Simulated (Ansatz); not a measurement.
Take TaC in the rock salt structure (space group Fm-3m, No. 225; a = 4.4400 Å; relaxed with 0.1 eV smearing) as the base. Axes: x, y, z lie along the cube axes.

Calculations: PBEsol, PAW, 420 eV (Ansatz, a program for electronic structure; no SOC), earlier PAW set.

Before the change:

The shortest interatomic distance comes out as 222.0 pm and the pressure comes out as 0.0 GPa.

The change: the symmetric strain tensor [0.0125 -0.0099 0.0025; -0.0099 0.0067 0.0127; 0.0025 0.0127 0.0173], atoms relaxed at fixed cell.

Task: What happens to the shortest interatomic distance?

Result: The shortest interatomic distance goes up by 1.5 pm (222.0 pm → 223.5 pm).

Task: Predict the new pressure.

Result: The pressure (mean of the normal stresses, compression positive) goes from zero to -11.4 GPa.

Task: Predict the new energy relative to the base.

Result: The energy increases by 22 meV/atom.

Stability against distortions was not tested. The final runs are not spin-polarised. An odd electron count without spin: TaC.
